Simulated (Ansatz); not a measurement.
Base system: SiO₂ (space group P3_121, No. 152; a = 5.020 Å, c = 5.509 Å).

Method: plane-wave PAW DFT at the PBE level (Ansatz, a quantum-chemistry and plane-wave program, 420 eV), no spin-orbit coupling, earlier PAW set.

Before the change:

- Lattice parameter a = 9.487 bohr
- Gap character = indirect, K → Γ

One thing is altered: cell and atoms relaxed at a pressure of 45 GPa.

Q: Predict the new lattice parameter a.

A: The lattice parameter a falls by 1.627 bohr to 7.860 bohr.

Q: Estimate the effect on the gap character.

A: The gap character becomes indirect, M → Γ (base: indirect, K → Γ).

Load acts through the strain it causes; cell and atoms are relaxed under it. Whether these cells are dynamically stable was not tested. No other phases were tried under pressure.
